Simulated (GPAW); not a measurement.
Input and output of a relaxation of the atoms for As (R-3m, 2 atoms in the cell) (GPAW).

Level of theory: PBE, GPAW PAW datasets PBE (gpaw-data 1.0.1) (plane waves; GPAW).

The change in words: one atom moved by 0.15 angstrom; convergence.density: default → 1e-05 e/electron; optimizer: default → BFGS; fmax: default → 0.2 eV/Å. Reference geometry:
```yaml
crystal:
  lattice:
    - [3.69877, -1.88940, 0.00000]
    - [3.69877, 1.88940, 0.00000]
    - [2.73362, 0.00000, 3.12698]
  atoms:
    - { symbol: As, position: [0.22700, 0.22700, 0.22700] }
    - { symbol: As, position: [0.77300, 0.77300, 0.77300] }
```

Reference input (self-consistent single point, DFT PBE, plane waves, GPAW PAW datasets PBE (gpaw-data 1.0.1)): mode = pw; ecut = 550 eV; xc = PBE; kpts = 6 6 6; mesh shift (steps) = 0 0 0; occupations.name = fermi-dirac; occupations.width = 0.1 eV; nbands = -8; convergence.forces = 0.001 eV/Å; symmetry.symmorphic = false; symmetry.tolerance = 0.0005; maxiter = 150. This run's input differs from it in these lines:

```diff
@@ -1,2 +1,3 @@
 from ase import Atoms
+from ase.optimize import BFGS
 from ase.units import GPa
@@ -8,3 +9,3 @@
                     [2.733624, 0.000000, 3.126979]],
-              scaled_positions=[[0.227000, 0.227000, 0.227000],
+              scaled_positions=[[0.241147, 0.241147, 0.241147],
                                 [0.773000, 0.773000, 0.773000]],
@@ -17,3 +18,3 @@
             nbands=-8,
-            convergence={'forces': 0.001},
+            convergence={'forces': 0.001, 'density': 1e-05},
             symmetry={'symmorphic': False, 'tolerance': 0.0005},
@@ -23,2 +24,8 @@
 atoms.calc = calc
+
+opt = BFGS(atoms, logfile='-')
+converged = opt.run(fmax=0.2, steps=40)
+print('Relaxation converged:', converged)
+print('Cell:', atoms.cell.cellpar().round(4))
+print(atoms.get_scaled_positions().round(5))
```

Output (repeated stretches shortened):

```
     iter     time        total  log10-change:
                         energy   eigst   dens  force
iter:   1 --:--:--    -9.281445
iter:   2 --:--:--    -9.283207   -3.07  -1.22
iter:   3 --:--:--    -9.284849c  -3.34  -1.24
iter:   4 --:--:--    -9.284881c  -4.95  -2.31
iter:   5 --:--:--    -9.284391c  -4.74  -2.35
iter:   6 --:--:--    -9.284354c  -5.93  -2.83
iter:   7 --:--:--    -9.284362c  -6.54  -2.96
iter:   8 --:--:--    -9.284362c  -7.68c -3.70
iter:   9 --:--:--    -9.284362c  -8.03c -4.01
iter:  10 --:--:--    -9.284362c  -9.09c -4.24
iter:  11 --:--:--    -9.284362c -10.99c -4.93
iter:  12 --:--:--    -9.284362c -10.42c -4.96
iter:  13 --:--:--    -9.284362c -11.31c -5.23c
iter:  14 --:--:--    -9.284362c -12.21c -5.27c -4.92c
Converged after 14 iterations.

Dipole moment: (0.894576, -0.000000, 0.276111) |e|*Ang

Energy contributions relative to reference atoms: (reference = -123005.947200)

Kinetic:        +12.094979
Potential:      -12.522144
External:        +0.000000
XC:              -8.836964
Entropy (-ST):   -0.011291
Local:           -0.014587
SIC:             +0.000000
--------------------------
Free energy:     -9.290008
Extrapolated:    -9.284362

Showing only first 2 kpts
 Kpt  Band  Eigenvalues  Occupancy
  0     3      5.15460    2.00000
  0     4      5.15460    2.00000
  0     5      9.33128    0.00000
  0     6      9.87556    0.00000

  1     3      5.07512    2.00000
  1     4      5.24186    2.00000
  1     5      7.26594    0.00421
  1     6      7.66030    0.00008

Fermi level: 6.64985

No gap
   [... lines left out ...]
Atomic positions and initial magnetic moments
Free energy:     -9.314514
Fermi level: 6.67182
No gap
Atomic positions and initial magnetic moments
Free energy:     -9.358100
Fermi level: 6.82076
No gap
Atomic positions and initial magnetic moments
Free energy:     -9.363439
   [... lines left out ...]

BFGS:    3 --:--:--       -9.363439        0.054878
Relaxation converged: True
Cell: [ 4.1534  4.1534  4.1534 54.1176 54.1176 54.1176]
[[0.23484 0.23484 0.23484]
 [0.77931 0.77931 0.77931]]
Energy (eV): -9.360265
Stress tensor:
    -0.005010    -0.000000     0.002687
    -0.000000    -0.013717    -0.000000
     0.002687    -0.000000    -0.012887
Stress (GPa, Voigt): [-0.8026 -2.1976 -2.0647 -0.      0.4306 -0.    ]
```

The run converged. GPAW prints stress with tension positive. 

Summary of the result:
```
Property                                                     Result
-------------------------------------------------------  ----------
Free energy E − TS (from the program's reference atoms)  -9.3634 eV
Fermi level (on the code's own zero)                        6.79 eV
Pressure                                                   1.69 GPa
Largest force (vector length)                            0.055 eV/Å
Relaxation steps                                                  3
```

The starting cell has typed, rounded lattice constants, without a prior relaxation at this level. Its lattice was rescaled by up to half a per cent. For this run, on top of that: one atom moved by 0.15 angstrom. The relaxation keeps the symmetry of its start, so its end need not be a minimum.

Cost on one core of a shared machine: roughly 60 s.
